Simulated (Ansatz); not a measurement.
YTaN3 (model structure, Pm-3m, No. 221, 5 atoms in the cell) was calculated with LDA (Ansatz, an electronic-structure program, PAW).

Settings: plane-wave cutoff 520 eV, 14×14×14 k mesh, Fermi–Dirac smearing 0.05 eV, scalar-relativistic PAW data made under PBE.

Cell (relaxed at this level):

```xyz
5
Lattice="3.9872 0.0000 0.0000 0.0000 3.9872 0.0000 0.0000 0.0000 3.9872" Properties=species:S:1:pos:R:3 pbc="T T T"
Y      0.0000     0.0000     0.0000
Ta     1.9936     1.9936     1.9936
N      1.9936     1.9936     0.0000
N      1.9936     0.0000     1.9936
N      0.0000     1.9936     1.9936
```

Problem. Give the computed bulk modulus B0.

Solution. 
* **bulk modulus B0**: 231 GPa

The run finds no gap.

Note: the bulk modulus is −V dP/dV from two relaxed cells at ±2 % in volume; the relaxation could raise the start's symmetry but not lower it, so the cell can be a saddle point.

Spin–orbit coupling is not included; it can open a gap where bands touch, and shift volumes and moduli.

Static lattice: no zero-point or thermal effects.

The result took roughly 50 core-seconds.

A model structure was made by putting elements into a prototype or built by hand; it is no filed structure, need not be a known phase, and can be a saddle point held by its symmetry.
